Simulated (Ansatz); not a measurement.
## BAs in the zinc blende structure (space group F-43m, No. 216)

Space group F-43m (No. 216); a = b = c = 4.784 Å, α = β = γ = 90.00°

| atom | site | symmetry | x | y | z |
|---|---|---|---|---|---|
| As | 4c | -43m | 0.2500 | 0.2500 | 0.2500 |
| B | 4a | -43m | 0.0000 | 0.0000 | 0.0000 |
(The calculation used a cell of 2 atoms; values per cell refer to that cell.)

Method: r2SCAN, PAW, 500 eV (Ansatz, an electronic-structure program; spin-orbit coupling left out). k-mesh 12×12×12 (Γ-centred); smearing 0.05 eV (Fermi–Dirac).

```yaml
volume_per_atom: 13.69 Å³
density: 5.20 g/cm³
band_gap: 1.38 eV, indirect, Γ → Γ–X (76 % along)
electron_mass: 1.1 mₑ along k, 0.21 mₑ across
Hole mass (degenerate bands, along [100]): 0.21, 0.22, 0.22 mₑ
Lowest conduction-band minima above the VBM: a point along ⟨100⟩, about 1.0 Å⁻¹ from Γ 1.38 eV
total_energy: -2510.671 eV/atom (σ→0; compares only within this code and set-up)
```

Masses are band curvatures over ±0.01 Å⁻¹ around the edge. Along k means along the line from Γ to the band edge. No phonon test of stability was made.
